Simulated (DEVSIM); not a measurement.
Structure: Co/SiO2/p-GaAs capacitor, at 300 K.

Layer 1 from the left is SiO2, thickness (nm) 23.0. Layer 2 from the left is GaAs, thickness (nm) 4900, Na (cm⁻³) 1.7e16.

Metal gate on the left, work function 5 eV. Fixed charge at the semiconductor interface -3.1e10 cm⁻² (in units of +e); interface traps 1e10 cm⁻² eV⁻¹, uniform in energy, neutral level at 0.3 of the gap above the valence band.

The device is made up for the run: typed textbook-type constants, with dimensions and the other settings drawn at random. Values at 300 K.

SiO2: gap (eV) 9, affinity (eV) 0.9, permittivity 3.9. GaAs: gap (eV) 1.424, affinity (eV) 4.07, permittivity 12.9, Nc (cm⁻³) 4.7e17, Nv (cm⁻³) 9e18.

Model (solved in DEVSIM): 1D Poisson equation in equilibrium, Boltzmann statistics, complete ionisation; no quantum confinement or tunnelling. Metal contacts follow the ideal Schottky-Mott rule: no Fermi-level pinning, no interface dipoles.

Question: What does the simulation give for the minimum of the low-frequency capacitance, the flat-band voltage?

Answer: minimum of the low-frequency capacitance 0.0328 μF/cm²; flat-band voltage -0.30 V.
